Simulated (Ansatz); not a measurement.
## Effect of N → Sb on Nb2N

Take Nb2N (space group P-31m, No. 162; a = 5.2670 Å, c = 4.9437 Å; a cell from a computed database, its experimental status unchecked) as the base.

Perturbation: full substitution N → Sb; the structure is relaxed again.

Calculations: Ansatz (a first-principles code) PBEsol, no spin-orbit coupling. k-mesh 9×9×8 (Γ-centred); smearing 0.05 eV (Fermi–Dirac), for the changed cell.

The density shrinks by 1.13 g/cm³ (8.38 g/cm³ → 7.25 g/cm³) and the lattice parameter a goes up by 1.118 Å, from 5.267 Å to 6.385 Å. The c/a ratio stays essentially unchanged (0.939 against 0.938) and the shortest interatomic distance grows by 0.2847 Å to 2.429 Å. The band gap is still zero.

Final structure:

```
Nb2Sb
1.0
    6.38451     0.00000     0.00000
   -3.19226     5.52915     0.00000
    0.00000     0.00000     5.98912
Nb Sb
6 3
Direct
  0.60628   0.00000   0.83178
  0.39372   0.00000   0.16822
  0.00000   0.60628   0.83178
  0.00000   0.39372   0.16822
  0.39372   0.39372   0.83178
  0.60628   0.60628   0.16822
  0.33333   0.66667   0.50000
  0.66667   0.33333   0.50000
  0.00000   0.00000   0.00000
```

Cost of the whole job for the changed cell (relaxation, final SCF and bands): around 13 core-minutes (rough).

No phonon test of stability was made. As relaxed here, Nb2Sb is a hypothetical phase, not in the database extracts checked. All final runs are without spin polarisation. An odd electron count without spin: Nb2Sb and Nb2N.
